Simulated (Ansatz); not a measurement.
## The (0001) surface of hcp Re in its 1x1 cell

Calculation: PBE (plane waves to 420 eV, PAW; Ansatz, a first-principles code).

Slab: 4 atoms, 6.7 Å thick at the start (thin: gaps and levels are the slab's own); k 12x12x1, smearing 0.1 eV, dipole-corrected; all atoms relaxed; start symmetry kept, larger cells not searched; no spin, no spin-orbit, no U.

```yaml
work_function_of_the_top_face: 4.96 eV
energy_released_by_relaxation: 0.21 eV
cost: very roughly 70 core-seconds
```
